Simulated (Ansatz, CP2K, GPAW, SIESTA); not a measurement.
# One structure in several programs: KCaCl3 (Cm, 5 atoms in the cell)

Band-structure calculation.

```yaml
crystal:
  lattice:
    - [3.82287, -3.82431, 0.00000]
    - [3.82287, 3.82431, 0.00000]
    - [-0.00053, 0.00000, 5.40652]
  atoms:
    - { symbol: K, position: [0.99805, 0.99805, 0.99998] }
    - { symbol: Ca, position: [0.49789, 0.49789, 0.48521] }
    - { symbol: Cl, position: [0.49552, 0.99942, 0.48278] }
    - { symbol: Cl, position: [0.99942, 0.49552, 0.48278] }
    - { symbol: Cl, position: [0.50729, 0.50729, 0.98514] }
```

Shared settings, as Ansatz (a quantum-chemistry and plane-wave program) writes them: kpoints.mp_grid.grid = 3 3 3; scf.occupations.method = fixed. Potentials and cutoffs stand in the table.

```csv
code,model,gap along the path (eV),smallest direct gap (eV),cutoff
SIESTA,"GGA PBEsol, numerical atomic orbitals DZP, PseudoDojo PBEsol standard norm-conserving potentials (rewritten from UPF to PSML)",4.55,4.94,grid 400 Ry
GPAW,"PBEsol, GPAW PAW datasets PBEsol (made by gpaw-setup)",4.63,4.92,600 eV
CP2K,"PBEsol, GPW, DZVP-MOLOPT-SR-GTH basis, GTH-PBE potentials (GTH_POTENTIALS)",4.59,4.90,grid 500 Ry
Ansatz,"PBEsol, PAW files made with PBE",4.63,4.92,default
```

The spread over the programs that give each value: gap along the path within 0.08 eV; smallest direct gap within 0.04 eV.

SIESTA and CP2K use small atom-centred bases, whose incompleteness enters pressures, forces and empty levels differently from a plane-wave cutoff.

The starting cell comes from a database of computed structures (which also holds hypothetical and non-ambient phases and stackings), without a prior relaxation at this level.

Left out of this page: Quantum ESPRESSO (not drawn, or without a comparable value); ABINIT (stopped by limits of time or memory).

Keys are those of Ansatz 0.2.
